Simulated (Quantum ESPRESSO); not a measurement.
Worked example: self-consistent single point of NaLu₃ (Fm-3m, 4 atoms in the cell) in Quantum ESPRESSO.

Computed with LDA (PZ), PSlibrary PAW (LDA) pseudopotentials (plane waves; Quantum ESPRESSO 7.5).

The change in words: lattice scaled by 0.98. Reference geometry:
```
NaLu3
1.0
   -3.88444     0.00000     3.88444
    0.00000     3.88444     3.88444
   -3.88444     3.88444     0.00000
Na Lu
1 3
Direct
  0.00000   0.00000   0.00000
  0.25000   0.25000   0.25000
  0.75000   0.75000   0.75000
  0.50000   0.50000   0.50000
```

Reference input (self-consistent single point, DFT, LDA (PZ), plane waves, PSlibrary PAW (LDA) pseudopotentials): ecutwfc = 75 Ry; ecutrho = 600 Ry; occupations = smearing; smearing = gauss; degauss = 0.0073499 Ry; potentials = {Na: Na.pz-spn-kjpaw_psl.1.0.0.UPF, Lu: Lu.pz-spdn-kjpaw_psl.1.0.0.UPF}; K_POINTS = automatic 8 8 8 0 0 0; conv_thr = 1e-09 Ry; mixing_beta = 0.4. This run's input differs from it in these lines:

```diff
@@ -10,3 +10,3 @@
    ibrav = 2,
-   celldm(1) = 14.68107439,
+   celldm(1) = 14.38745253,
    nat = 4,
```

Log, with long lists cut:

```
     Self-consistent Calculation

     iteration #  1     ecut=    75.00 Ry     beta= 0.40

     Threshold (ethr) on eigenvalues was too large:
     Diagonalizing with lowered threshold

     total energy              =   -2057.12155871 Ry
     estimated scf accuracy    <       0.03673642 Ry

     iteration #  2     ecut=    75.00 Ry     beta= 0.40

     total energy              =   -2057.12081728 Ry
     estimated scf accuracy    <       0.00756944 Ry

     iteration #  3     ecut=    75.00 Ry     beta= 0.40

     total energy              =   -2057.12186957 Ry
     estimated scf accuracy    <       0.00082988 Ry

   [... 7 blocks of this kind left out ...]

     iteration # 11     ecut=    75.00 Ry     beta= 0.40

     total energy              =   -2057.12209188 Ry
     estimated scf accuracy    <       0.00000002 Ry

     iteration # 12     ecut=    75.00 Ry     beta= 0.40
     End of self-consistent calculation

     the Fermi energy is     8.7609 ev

!    total energy              =   -2057.12209189 Ry
     estimated scf accuracy    <          8.2E-10 Ry
     smearing contrib. (-TS)   =      -0.00145343 Ry
     internal energy E=F+TS    =   -2057.12063846 Ry

     convergence has been achieved in  12 iterations

     Forces acting on atoms (cartesian axes, Ry/au):

     atom    1 type  1   force =     0.00000000    0.00000000    0.00000000
   [... zero for the other atoms too ...]

     Total force =     0.000000     Total SCF correction =     0.000000

          total   stress  (Ry/bohr**3)                   (kbar)     P=      -20.20
  -0.00013730   0.00000000   0.00000000          -20.20        0.00        0.00
   0.00000000  -0.00013730  -0.00000000            0.00      -20.20       -0.00
   0.00000000  -0.00000000  -0.00013730            0.00       -0.00      -20.20

   JOB DONE.
```

The run converged in 12 iterations. Against the reference run the free energy goes down by 29.8 meV/atom and the pressure goes from -3.86 to -2.02 GPa.

The starting cell comes from a database of computed structures (which also holds hypothetical and non-ambient phases and stackings), without a prior relaxation at this level. For this run, on top of that: lattice scaled by 0.98.

Cost on one core of a shared machine: roughly 2 min.
